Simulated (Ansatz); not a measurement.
# cubic BaHfO3 (0 0 1) on 3C silicon carbide (0 0 1) (film strained to the substrate, faces as cut)

A periodic stack without vacuum, cubic BaHfO3 (0 0 1) on 3C silicon carbide (0 0 1) (film strained to the substrate, faces as cut): substrate slab C10Si12, film Ba2Hf3O8, surface cells [[0, -1], [2, 1]] and [[0, 1], [-1, 0]], film strained by +4.1 and +4.1 %, faces Si/Si and HfO/HfO as cut (like faces can put a slab off its formula).

The start was prepared with a machine-learned potential, and the result is one local minimum, with the in-plane cell held and forces under 0.04 eV/Å; the film can end far from its bulk form.

These are PBE (plane waves to 420 eV, PAW; Ansatz, a quantum-chemistry and plane-wave program) values and carry that method's errors. No spin–orbit coupling; PBE gaps are too small against experiment. Its k-point mesh 5×5×1, Fermi–Dirac width 0.05 eV.

* **interface area**: 19.2 Å²
* **period**: 24.05 Å
* **gaps between the outermost planes at the two interfaces**: 2.69 and 1.61 Å
* **Hf–Si contacts across the interfaces within 1.22 times the sum of covalent radii**: 4, mean 3.05 Å
* **O–Si contacts across the interfaces within 1.22 times the sum of covalent radii**: 1, mean 1.78 Å
* **spin-polarised check at this geometry**: keeps a moment, energy -0.02 eV
* **slope of the mean potential energy in the substrate**: -3.5 MV/cm × e

```yaml
crystal:
  lattice:
    - [4.37839, -0.00054, -0.11896]
    - [0.00024, 4.38008, -0.01309]
    - [-1.20723, 1.93628, 24.08947]
  atoms:
    - { symbol: C, position: [0.73182, 0.19424, 0.09362] }
    - { symbol: C, position: [0.23938, 0.70548, 0.08911] }
    - { symbol: C, position: [0.81357, 0.12235, 0.27356] }
    - { symbol: C, position: [0.31381, 0.62354, 0.27326] }
    - { symbol: C, position: [0.27391, 0.16326, 0.18310] }
    - { symbol: C, position: [0.77613, 0.66036, 0.18167] }
    - { symbol: C, position: [0.89129, 0.04507, 0.45532] }
    - { symbol: C, position: [0.39116, 0.54564, 0.45546] }
    - { symbol: C, position: [0.35325, 0.08465, 0.36498] }
    - { symbol: C, position: [0.85158, 0.58343, 0.36384] }
    - { symbol: Si, position: [0.01220, 0.93368, 0.13668] }
    - { symbol: Si, position: [0.50120, 0.42736, 0.13655] }
    - { symbol: Si, position: [0.54191, 0.91054, 0.04766] }
    - { symbol: Si, position: [0.92075, 0.50019, 0.04707] }
    - { symbol: Si, position: [0.08455, 0.85487, 0.31878] }
    - { symbol: Si, position: [0.58166, 0.35265, 0.31863] }
    - { symbol: Si, position: [0.54615, 0.89223, 0.22748] }
    - { symbol: Si, position: [0.04228, 0.39274, 0.22788] }
    - { symbol: Si, position: [0.23125, 0.85217, 0.49488] }
    - { symbol: Si, position: [0.63999, 0.25285, 0.50366] }
    - { symbol: Si, position: [0.62800, 0.81394, 0.40973] }
    - { symbol: Si, position: [0.12083, 0.32084, 0.40978] }
    - { symbol: Ba, position: [0.40260, 0.80866, 0.69032] }
    - { symbol: Hf, position: [0.87780, 0.33480, 0.61544] }
    - { symbol: O, position: [0.33404, 0.35235, 0.62022] }
    - { symbol: O, position: [0.86370, 0.85686, 0.62053] }
    - { symbol: O, position: [0.85607, 0.31858, 0.70109] }
    - { symbol: Ba, position: [0.46375, 0.73133, 0.86394] }
    - { symbol: Hf, position: [0.92776, 0.26451, 0.78415] }
    - { symbol: O, position: [0.40279, 0.27416, 0.79046] }
    - { symbol: O, position: [0.91260, 0.78446, 0.78790] }
    - { symbol: O, position: [0.92317, 0.25524, 0.87358] }
    - { symbol: Hf, position: [0.99470, 0.15774, 0.95489] }
    - { symbol: O, position: [0.47115, 0.09825, 0.98016] }
    - { symbol: O, position: [0.98814, 0.71287, 0.94413] }
```
